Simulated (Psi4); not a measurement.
Psi4 1.11, PBE0/def2-svp, scf_type pk: Bi(I)3 ([I][Bi]([I])[I]), 4 atoms. The geometry is a generated start, not checked to be a minimum at this level.

```
Quantity                                             Value
-------------------------  -------------------------------
task                                                energy
method                                                pbe0
basis                                             def2-svp
memory                                                7 GB
e_convergence                                        1e-08
d_convergence                                        1e-07
guess                       auto, which took SAD (default)
diis_max_vecs                                 10 (default)
scf_initial_accelerator                    adiis (default)
dft_radial_points                             75 (default)
dft_spherical_points                         302 (default)
effective core potentials  those of the basis set, past Kr
basis functions                                        104
grid points                                          80799
```

```xyz
4

Bi     0.0032     0.0020     1.0507
I      0.4032    -2.3704    -0.3519
I      1.8492     1.5315    -0.3635
I     -2.2556     0.8370    -0.3353
```
Charge 0, spin multiplicity 1.

The reference run uses exact four-centre integrals (scf_type = pk). Each setting ran once; only counts and results are compared.

Measured:

| setting | energy against the reference |
|---|---|
| scf_type = cd, cholesky_tolerance = 1e-06 | +0.015 meV/atom |
| scf_type = cd, cholesky_tolerance = 0.0001 (default) | +2.5 meV/atom |
| scf_type = cd, cholesky_tolerance = 0.001 | +55 meV/atom |
| scf_type = cd, cholesky_tolerance = 0.01 | −860 meV/atom |

Problem. How far does the result lie from the reference with scf_type = cd, cholesky_tolerance = 1e-05?

Solution. energy against the reference: +0.058 meV/atom. Total energies are compared; such shifts often cancel in part in energy differences.
